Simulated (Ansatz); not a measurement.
The starting structures come from a database of crystals and need not be the phases stable at ambient conditions.

Inside the gap of an insulator the Bloch states are evanescent, with a wavenumber k + iκ along the transport direction.

Input:

```xyz
6
Lattice="3.2431 0.0000 0.0000 0.0000 6.7235 0.0000 0.0000 0.0000 5.9654" Properties=species:S:1:pos:R:3 pbc="T T T"
Sb     1.6216     5.7721     1.8978
Sb     1.6216     0.9514     4.0676
Sb     0.0000     4.3131     4.8805
Sb     0.0000     2.4104     1.0849
Os     1.6216     3.3617     2.9827
Os     0.0000     0.0000     0.0000
```

Space group of this cell: Pnnm. The cell is taken as given.

Transport runs along the normal of the first two printed cell vectors.

No gap correction and no spin-orbit coupling; mid-gap values are interpolated between computed energies.

### Question
Estimate the band gap and the smallest decay constant κ at mid-gap that r2SCAN (Ansatz, a first-principles code) returns for this system.

### Answer
Gap 0.56 eV on a 10×6×6 mesh; κ = 0.139 1/Å, at (0.500, 0.500) of the in-plane reciprocal vectors. At the zone centre, at the nearest computed energy, the slowest state has κ = 0.18 1/Å.
